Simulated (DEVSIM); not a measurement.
# Schottky contact on n-type β-Ga2O3

Device: Schottky contact on n-type β-Ga2O3, at 300 K.

| layer (left to right) | material | thickness (μm) | Nd (cm⁻³) | τn (s) | τp (s) |
|---|---|---|---|---|---|
| 1 | β-Ga2O3 | 0.560 | 1.7e17 | 7.1e-10 | 7.1e-10 |

Left contact: Schottky, work function 5.18 eV, emission velocity 4.5e6 cm/s. Right contact: ohmic. Voltage is applied to the left contact. Recombination: SRH at mid-gap, radiative, Auger. Mobility is constant in doping.

The device is made up for the run: typed textbook-type constants, with dimensions and the other settings drawn at random. Values at 300 K.

```
parameter      β-Ga2O3
-------------  -------
gap (eV)           4.8
affinity (eV)        4
permittivity        10
Nc (cm⁻³)       3.7e18
Nv (cm⁻³)         5e20
μn (cm²/Vs)        160
μp (cm²/Vs)          1
B (cm³/s)        1e-12
Cn (cm⁶/s)       1e-31
Cp (cm⁶/s)       1e-31
```

Simulated with DEVSIM: 1D drift-diffusion, Boltzmann statistics, complete ionisation; no tunnelling, impact ionisation, image-force lowering or self-heating. Metal contacts follow the ideal Schottky-Mott rule: no Fermi-level pinning, no interface dipoles.

```
Property                                             Value
---------------------------------------------  -----------
Potential step across the device at zero bias      1.100 V
Largest field in the device at zero bias       260000 V/cm
Dark forward voltage at 1 A/cm²                    0.803 V
Dark forward voltage at 100 A/cm²                  0.926 V
```

Dark reverse current:

```
V (V)   J (A/cm²)
------  ---------
-0.40    -3.7e-14
-1.00    -3.7e-14
-2.00    -3.8e-14
-3.00    -3.8e-14
-4.00    -3.8e-14
-6.00    -3.8e-14
-8.00    -3.9e-14
-10.00   -3.9e-14
-13.00   -3.9e-14
-16.00   -3.9e-14
-20.00   -3.9e-14
```

Dark forward current:

| V (V) | J (A/cm²) |
|---|---|
| 0.05 | 2.1e-13 |
| 0.10 | 1.7e-12 |
| 0.15 | 1.2e-11 |
| 0.20 | 8.2e-11 |
| 0.25 | 5.6e-10 |
| 0.30 | 3.9e-9 |
| 0.35 | 2.7e-8 |
| 0.40 | 1.8e-7 |
| 0.45 | 1.3e-6 |
| 0.50 | 8.7e-6 |
| 0.60 | 0.00041 |
| 0.65 | 0.0028 |
| 0.70 | 0.019 |
| 0.75 | 0.13 |
| 0.80 | 0.90 |
| 0.85 | 6.1 |
| 0.90 | 40 |
| 0.95 | 240 |
| 1.00 | 1000 |
| 1.05 | 2800 |
